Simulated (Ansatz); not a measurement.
**Ansatz (a first-principles code) run on Ti3In (P3m1, 8 atoms in the cell): self-consistent single point**

Level of theory: LDA (PW92), default PAW files made with PBE (plane waves; Ansatz).

The input file:

Ansatz 0.2 input:
```yaml
crystal:
  lattice:
    - [5.920649, 0.000000, 0.000000]
    - [-2.960324, 5.127432, 0.000000]
    - [0.000000, 0.000000, 4.788282]
  atoms:
    - { symbol: Ti, position_ang: [0.000000, 1.694206, 1.197070] }
    - { symbol: Ti, position_ang: [2.960325, 3.433226, 3.591212] }
    - { symbol: Ti, position_ang: [4.453423, 0.847103, 3.591212] }
    - { symbol: Ti, position_ang: [-1.493098, 4.280329, 1.197070] }
    - { symbol: Ti, position_ang: [1.493099, 4.280329, 1.197070] }
    - { symbol: Ti, position_ang: [1.467226, 0.847103, 3.591212] }
    - { symbol: In, position_ang: [-0.000003, 3.418290, 3.641211] }
    - { symbol: In, position_ang: [2.960328, 1.709142, 1.197070] }
basis:
  ecutwfc: 420.0
kpoints:
  mp_grid:
    grid: [5, 5, 5]
hamiltonian:
  xc: lda
  pseudopotentials:
    kind: paw
scf:
  occupations:
    method: fermi_dirac
    width: 0.1
output:
  forces: true
  eigenvalues: true
  stress: true
```

Output (repeated stretches shortened):

```
WARN the atoms were moved onto the symmetric positions of the space group found under crystal.symmetry.tolerance 1.0e-5 (fractional …
WARN ansatz: RAYON_NUM_THREADS=1 ignored (pool sized by the plan → 1); use --threads N
Pseudopotentials: kind: paw
Pseudopotential: Ti, paw, valence charge 12
Pseudopotential: In, paw, valence charge 13
Crystal: 8 atoms, lattice volume = 145.361 Å³
Basis set: ecut = 420 eV, 2837 PW (Γ)
Bands: 59, of which v1, the nominal top of the filled ones, is band 49 counted from 1 (48 counted from 0)
Symmetry: 6 space group operations
Space group: P3m1 (ITA 156), of the structure as read, at distance tolerance 5.3e-5 Å
k-points: 19 of 125 (time reversal used)
PAW frozen core: Ti, regenerated for the run's functional, and the local potential with it
PAW frozen core: In, regenerated for the run's functional, and the local potential with it
Initial density: superposition of atomic densities (neutral atoms: chi_scale 0, normalization atom), corrected by the library's trained network
Initial wavefunctions: pseudopotential atomic-orbital guess
Eigensolver: davidson
Functional: x = slater, c = lda
SCF iter   1: F=—  HF=-25617.531925 eV  |F-HF|=—  |Δ(HF+E_count)|=         —  Δρ=7.35e-3  dr2=4.44e-2  ethr=1.77e-3  ⟨swp⟩=6.9  Hψ=4567  notcnv=0
all-band conjugate gradients solve this SCF's bands
preconditioner: auto → Kerker (q_TF=auto, 2.555 Å⁻¹)
SCF iter   2: F=—  HF=-25617.520026 eV  |F-HF|=—  |Δ(HF+E_count)|=   1.19e-2  Δρ=3.42e-3  dr2=1.21e-2  ethr=4.53e-5  ⟨swp⟩=2.0  Hψ=1681  notcnv=0
SCF iter   3: F=—  HF=-25617.517790 eV  |F-HF|=—  |Δ(HF+E_count)|=   2.24e-3  Δρ=7.70e-4  dr2=1.33e-3  ethr=1.23e-5  ⟨swp⟩=2.0  Hψ=1595  notcnv=0
SCF iter   4: F=—  HF=-25617.517534 eV  |F-HF|=—  |Δ(HF+E_count)|=   2.56e-4  Δρ=2.15e-4  dr2=9.91e-5  ethr=1.36e-6  ⟨swp⟩=2.0  Hψ=1377  notcnv=0
SCF iter   5: F=—  HF=-25617.517512 eV  |F-HF|=—  |Δ(HF+E_count)|=   2.23e-5  Δρ=5.96e-5  dr2=6.45e-6  ethr=1.01e-7  ⟨swp⟩=3.0  Hψ=2316  notcnv=0
SCF iter   6: F=—  HF=-25617.517510 eV  |F-HF|=—  |Δ(HF+E_count)|=   1.27e-6  Δρ=1.88e-5  dr2=8.61e-7  ethr=6.58e-9  ⟨swp⟩=2.0  Hψ=1374  notcnv=0
SCF iter   7: F=-25617.517510 eV  HF=-25617.517510 eV  |F-HF|=5.43e-9  |Δ(HF+E_count)|=   1.70e-7  Δρ=3.39e-6  dr2=1.52e-8  ethr=1.02e-10  ⟨swp⟩=4.6  Hψ=4211  notcnv=0
SCF 1 converged in 7 iterations: F = -25617.517510 eV  dr2 = 1.52e-8
SCF converged after 7 iterations
Free energy (F): -25617.517510 eV
Harris-Foulkes:  -25617.517510 eV  (|F-HF|=5.43e-9)
Internal energy: -25617.230932 eV  (E = F + TS)
E sigma→0 (E₀):  -25617.374221 eV
Entropy (-TS):   -0.286578 eV (-35.822 meV/atom)
Fermi energy:    12.977151 eV
--- Per-component energies (eV) ---
  E_band       = -917.869020
  E_kinetic    = 2122.231671
  E_local      = -6759.577252  (includes V_loc(G=0)·N_el)
  E_nonlocal   = 812.729397
  E_hartree    = 2737.976594
  E_xc         = -1008.143060
  E_vxc        = -933.423974  (∫ρ·V_xc dr)
  E_paw        = -14024.032020  (= ΣΔE_a)
  E_vpaw       = -1635.783002  (= ΣTr[D̂ρ^β])
  E_aug_tail   = 0.000614  (compensation charges beyond the density's cutoff)
  E_ewald      = -9500.941652
  E_core_change = 2.524775  (= ΣΔE_core)
  E_smearing   = -0.286578  (= −TS)
  E_closure    = 0.000000  (closes the sum)
  Σ components = -25617.517510   (vs F -25617.517510, Δ=0.00e0)
--- Forces (eV/Å), atoms counted from 1 ---
  atom   1  Ti    -0.00000001    -0.11125481     0.10874692
  atom   2  Ti     0.00000001     0.10358338     0.01547094
  atom   3  Ti     0.08970583    -0.05179169     0.01547094
  atom   4  Ti    -0.09634949     0.05562741     0.10874692
  atom   5  Ti     0.09634949     0.05562740     0.10874692
  atom   6  Ti    -0.08970584    -0.05179168     0.01547094
  atom   7  In    -0.00000000     0.00000000    -0.38595132
  atom   8  In    -0.00000000    -0.00000000     0.01329623
  max |Σ_I F_I| component: 1.53e-6 eV/Å
--- Stress (GPa, compression-positive) ---
       -8.248769       0.000000      -0.000000
        0.000000      -8.248769       0.000000
       -0.000000       0.000000      -7.666441
  P = ⅓ Tr σ = -8.0547 GPa (-80.547 kbar)
  The stress holds the Pulay correction. Without it, at fixed plane waves, as pw.x and ABINIT print it: P = -8.0887 GPa
--- Band table (eV; the first three rows and the last of 19) ---
  k-point 0: bands = ["-43.2032", "-43.1315", "-43.1315", "-43.1257", "-43.0939", "-43.0939", "-19.9695", "-19.9539", "-19.8513", "-19.8513", "-19.8500", "-19.8091", "-19.8091", "-19.8085", "-19.8085", "-19.7048", "-19.6059", "-19.6059", "-19.5620", [...]
  k-point 1: bands = ["-43.1959", "-43.1331", "-43.1279", "-43.1279", "-43.0975", "-43.0975", "-19.9572", "-19.9505", "-19.9032", "-19.9032", "-19.8418", "-19.8418", "-19.8327", "-19.7320", "-19.7320", "-19.6913", "-19.5954", "-19.5954", "-19.5795", [...]
  k-point 2: bands = ["-43.1765", "-43.1525", "-43.1186", "-43.1186", "-43.1069", "-43.1069", "-19.9447", "-19.9426", "-19.9252", "-19.9252", "-19.8977", "-19.8977", "-19.7680", "-19.6679", "-19.6559", "-19.6458", "-19.6458", "-19.6117", "-19.5978", [...]
  k-point 18: bands = ["-43.1550", "-43.1411", "-43.1326", "-43.1283", "-43.1143", "-43.1088", "-19.9201", "-19.8979", "-19.8776", "-19.8524", "-19.8484", "-19.8207", "-19.7280", "-19.7095", "-19.6911", "-19.6767", "-19.6518", "-19.6449", [...]
```

The run converged in 7 iterations.

The starting cell comes from a database of computed structures (which also holds hypothetical and non-ambient phases and stackings), without a prior relaxation at this level. Its lattice was rescaled by up to half a per cent. One atom was moved a little off its site on purpose. Spin polarisation is off. With a pressure of about -8 GPa the cell is away from its equilibrium volume at this level. Ansatz's pressure includes its estimate of the finite-basis (Pulay) stress.
